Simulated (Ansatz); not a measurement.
A calculation on fluorite AuAl2 returned lattice constant a 6.090 Å, bulk modulus 100 GPa, cohesive energy 3.40 eV/atom, formation enthalpy -0.423 eV/atom.

Question: Which level of theory produced these numbers?
A. rVV10 (Ansatz, a quantum-chemistry and plane-wave program)
B. r²SCAN (Ansatz)
C. revPBE (Ansatz)
D. r²SCAN0 (Ansatz)

Answer: C, revPBE (Ansatz)

The others give: r²SCAN0 5.984 Å, 125 GPa, 3.89 eV/atom, -0.525 eV/atom; rVV10 6.100 Å, 97.4 GPa, 3.78 eV/atom, -0.377 eV/atom; r²SCAN 6.010 Å, 118 GPa, 4.02 eV/atom, -0.483 eV/atom.

Unless a cell is named, each level is at its own relaxed cell (r²SCAN 18.09, r²SCAN0 17.86, revPBE 18.82, rVV10 18.92 Å³/atom).

Ansatz's density-functional and Hartree–Fock values are scalar-relativistic unless marked +SOC, with PAW data made under PBE.
